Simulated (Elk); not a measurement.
Worked example: self-consistent single point of LuN (Fm-3m, 2 atoms in the cell) in Elk.

Level of theory: LDA (PW92), spin-orbit coupling in second variation, all-electron FP-LAPW, Elk's shipped species files, APW+lo basis with extra local orbitals (Elk).

```
LuN
1.0
    0.00000     2.39079     2.39079
    2.39079     0.00000     2.39079
    2.39079     2.39079     0.00000
Lu N
1 1
Direct
  0.00000   0.00000   0.00000
  0.50000   0.50000   0.50000
```

Reference input (self-consistent single point, DFT, LDA (PW92), all-electron FP-LAPW, Elk's shipped species files, APW+lo basis with extra local orbitals): xctype = 3; rgkmax = 8; stype = 3; swidth = 0.00183747 Ha; ngridk = 8 8 8; gmaxvr = 14 1/bohr; nxlo = 2; lorbcnd = true; rmtscf = 0.92; lmaxi = 3. This run's input differs from it in these lines:

```diff
@@ -5,2 +5,5 @@
   3
+
+spinorb
+  .true.
 
@@ -23,2 +26,5 @@
   3
+
+nempty
+  10
```

Output (repeated stretches shortened):

```
│ Self-consistent loop started │
│ Loop number : 1 │
 total energy                :     -14605.4693675
 total moment                :  -0.8589735321E-22  0.1634881441E-21  0.5935246290E-23
│ Loop number : 2 │
 total energy                :     -14618.8701635
 total moment                :   0.4736759430E-22 -0.1802917058E-22  0.1757518124E-22
RMS change in Kohn-Sham potential (target) :   0.2244335130     (  0.1000000000E-05)
Absolute change in total energy (target)   :    13.40079604     (  0.1000000000E-03)
│ Loop number : 3 │
 total energy                :     -14612.6570476
   [... lines left out ...]
 total energy                :     -14626.8746595
 total moment                :  -0.1586602404E-21 -0.2874753930E-21 -0.4871917223E-22
RMS change in Kohn-Sham potential (target) :   0.3119042824E-07 (  0.1000000000E-05)
Absolute change in total energy (target)   :   0.1518911704E-03 (  0.1000000000E-03)
│ Loop number : 20 │
 total energy                :     -14626.8746622
 total moment                :   0.3485560725E-21 -0.1480279114E-22  0.3541952198E-21
RMS change in Kohn-Sham potential (target) :   0.1200980471E-07 (  0.1000000000E-05)
Absolute change in total energy (target)   :   0.4074323624E-04 (  0.1000000000E-03)
Convergence targets achieved

│ Loop number : 21 │

Energies :
 Fermi                       :     0.330997190997
 xc effective B-field        :    -0.643657107170E-07
 external B-field            :      0.00000000000
 total energy                :     -14626.8746632
 (external B-field energy excluded from total)

Density of states at Fermi energy :    1.603873129
 (states/Hartree/unit cell)

Estimated indirect band gap :   0.6601309599E-02
 from k-point     21 to k-point      1
Estimated direct band gap   :   0.2943673497E-01
 at k-point     18

Charges :
 core                        :    48.00000000
 valence                     :    30.00000000
 interstitial                :    2.931635704
 muffin-tins (core leakage)
  species :    1 (Lu)
   atom    1                 :    69.02063591     (  0.3445659090E-05)
  species :    2 (N)
   [... lines left out ...]
 muffin-tins
  species :    1 (Lu)
   atom    1                 :   0.3926763372E-22  0.5214357469E-22  0.7426623485E-22
  species :    2 (N)
   atom    1                 :   0.4475149811E-23  0.5530346197E-23  0.4024246197E-24
 total in muffin-tins        :   0.4374278353E-22  0.5767392089E-22  0.7466865947E-22
 total moment                :   0.3671182268E-21  0.6273678214E-22  0.2252887818E-21

│ Self-consistent loop stopped │
```

The run converged in 21 iterations. The count includes the last loop, which Elk runs after its targets are met. 

The starting cell comes from a database of computed structures (which also holds hypothetical and non-ambient phases and stackings), without a prior relaxation at this level. Its lattice was rescaled by a random factor within 2.5 % of one. Values depend on the basis (sphere radii, cutoffs, local orbitals), which need not be converged. The run gives no clean gap (levels at the Fermi energy touch, overlap or are partly filled at this smearing), which alone does not show that the compound is a metal. The log's line on a gap gives a spacing of levels on this mesh, which the program prints for metals too.
